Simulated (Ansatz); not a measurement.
O on the 1x1 (110) surface of bcc V, one in a 2x2 cell, energies for each (25.4 Å²). Energies are against ½ O2(g), without zero-point or thermal terms; each row is named by its start.

Method: PBE (plane waves to 420 eV, PAW; Ansatz, an electronic-structure program).

Set-up: 17 atoms, 6.1 Å thick at the start under the adsorbate (thin: gaps and levels are the slab's own); mesh 6x6x1; 0.1 eV smearing; dipole correction on; 8 atoms held, the rest relaxed; each run with such symmetry as its start has; spin where the adsorbate may keep a moment, no spin-orbit, no U, no dispersion correction.

A negative adsorption energy means that the adsorbate is more stable on the surface than in its reference. Heights count from the host atoms within 0.3 Å of the top one.

```tsv
starting site	E_ads (eV)	height (Å)	nearest host atom (Å)	bonded to	Δ work function (eV)	lateral drift (Å)	moment (μB)
top V	-2.94	1.82	V 1.64	V	0.92	0.0	0.0
hollow V-V-V	-4.99	1.13	V 1.90	3 V	-0.12	0.1	–
bridge V-V (span 2.6 Å)	-4.33	1.30	V 1.82	2 V	0.15	0.0	–
bridge V-V (span 3.0 Å)	-4.87	1.07	V 1.88	4 V	-0.05	0.0	–
```
